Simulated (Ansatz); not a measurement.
**Pd under a change: isotropic strain +3.00 %**

Start from Pd in the fcc (Cu type) structure (space group Fm-3m, No. 225; a = 3.841 Å; relaxed with 0.1 eV smearing).

Perturbation: the cell is scaled by 1.0300 in all directions; the atoms relax in the strained cell.

Computed with LDA (Ansatz, a program for electronic structure), no spin-orbit coupling. Settings: 29×29×29 k-points, 0.1 eV Fermi–Dirac smearing.

```tsv
quantity	base	changed	shift
volume per atom	14.17 Å³	15.49 Å³	+1.314 Å³
space group	Fm-3m (No. 225)	Fm-3m (No. 225)	–
shortest interatomic distance	2.716 Å	2.798 Å	+0.0815 Å
energy relative to the base (free energy F)	0 meV/atom	+71 meV/atom	+71 meV/atom
pressure	0.0 GPa	-15.7 GPa	-15.7 GPa
band gap	zero	zero	–
```

Final structure:

```yaml
crystal:
  lattice:
    - [0.00000, 1.97832, 1.97832]
    - [1.97832, 0.00000, 1.97832]
    - [1.97832, 1.97832, 0.00000]
  atoms:
    - { symbol: Pd, position: [0.00000, 0.00000, 0.00000] }
```

Whether these cells are dynamically stable was not tested. All final runs are without spin polarisation. Pd lies near a magnetic instability that expansion can trigger; it was not tested.
